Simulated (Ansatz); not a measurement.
# Response to strain in Si

Base system: Si in the diamond structure (space group Fd-3m, No. 227; a = 5.4338 Å). Axes: x, y, z lie along the cube axes.

Strains are applied to the cell and any free atomic positions relax; under biaxial strain the out-of-plane vector relaxes too.

All numbers come from Ansatz (a program for electronic structure) PBEsol, no spin-orbit coupling.

Notes on the quantities. in-plane stress: mean in-plane stress (compression positive).

```json
[
 {"variant": "base", "smallest direct gap": "2.52 eV", "in-plane stress": "–", "band gap": "0.47 eV"},
 {"variant": "biaxial strain −2.50 %, plane normal [111], relaxed out of plane", "smallest direct gap": "1.99 eV", "in-plane stress": "+5.8 GPa", "band gap": "0.18 eV"},
 {"variant": "biaxial strain −1.67 %, plane normal [111], relaxed out of plane", "smallest direct gap": "2.19 eV", "in-plane stress": "+3.8 GPa", "band gap": "0.30 eV"},
 {"variant": "biaxial strain −1.25 %, plane normal [111], relaxed out of plane", "smallest direct gap": "2.28 eV", "in-plane stress": "+2.8 GPa", "band gap": "0.35 eV"},
 {"variant": "biaxial strain −0.83 %, plane normal [111], relaxed out of plane", "smallest direct gap": "2.37 eV", "in-plane stress": "+1.8 GPa", "band gap": "0.39 eV"},
 {"variant": "biaxial strain −0.42 %, plane normal [111], relaxed out of plane", "smallest direct gap": "2.45 eV", "in-plane stress": "+0.9 GPa", "band gap": "0.43 eV"},
 {"variant": "biaxial strain +0.42 %, plane normal [111], relaxed out of plane", "smallest direct gap": "(withheld)", "in-plane stress": "(withheld)", "band gap": "(withheld)"},
 {"variant": "biaxial strain +0.83 %, plane normal [111], relaxed out of plane", "smallest direct gap": "2.40 eV", "in-plane stress": "-1.7 GPa", "band gap": "0.41 eV"},
 {"variant": "biaxial strain +2.08 %, plane normal [111], relaxed out of plane", "smallest direct gap": "2.24 eV", "in-plane stress": "-4.2 GPa", "band gap": "0.32 eV"},
 {"variant": "biaxial strain +2.50 %, plane normal [111], relaxed out of plane", "smallest direct gap": "2.19 eV", "in-plane stress": "-5.0 GPa", "band gap": "0.29 eV"}
]
```

Problem. Complete the table.

Solution. 
- biaxial strain +0.42 %, plane normal [111], relaxed out of plane, smallest direct gap: 2.46 eV
- biaxial strain +0.42 %, plane normal [111], relaxed out of plane, in-plane stress: -0.9 GPa
- biaxial strain +0.42 %, plane normal [111], relaxed out of plane, band gap: 0.44 eV

Whether these cells are dynamically stable was not tested. The zero or small gap of Si under biaxial strain −2.50 %, plane normal [111], relaxed out of plane and Si under biaxial strain +2.50 %, plane normal [111], relaxed out of plane can change with the level of theory.
